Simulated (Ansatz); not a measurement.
The reference is SiC (space group P6_3mc, No. 186).

```yaml
crystal:
  lattice:
    - [3.05845, 0.00000, 0.00000]
    - [-1.52923, 2.64870, 0.00000]
    - [0.00000, 0.00000, 10.01200]
  atoms:
    - { symbol: Si, position: [0.00000, 0.00000, 0.50031] }
    - { symbol: Si, position: [0.00000, 0.00000, 0.00031] }
    - { symbol: Si, position: [0.33333, 0.66667, 0.25025] }
    - { symbol: Si, position: [0.66667, 0.33333, 0.75025] }
    - { symbol: C, position: [0.00000, 0.00000, 0.31286] }
    - { symbol: C, position: [0.00000, 0.00000, 0.81286] }
    - { symbol: C, position: [0.33333, 0.66667, 0.06221] }
    - { symbol: C, position: [0.66667, 0.33333, 0.56221] }
```

Cartesian axes are those of the cell as printed.

All numbers come from LDA (Ansatz, a program for electronic structure; PAW; 420 eV plane waves; no spin-orbit coupling).

Base values:

| Quantity | Value |
|---|---|
| Band gap | 2.18 eV |

Now apply this change: the cell is stretched by 1.50 % along x with no lateral relaxation; the atoms relax in the strained cell.

Q: What happens to the band gap and stress?

A: The band gap falls by 0.10 eV to 2.08 eV; the stress (xx, yy, zz, yz, xz, xy; compression positive) is (-7.42, -1.72, -0.88, 0.00, 0.00, 0.00) GPa.

Stability against distortions was not tested.
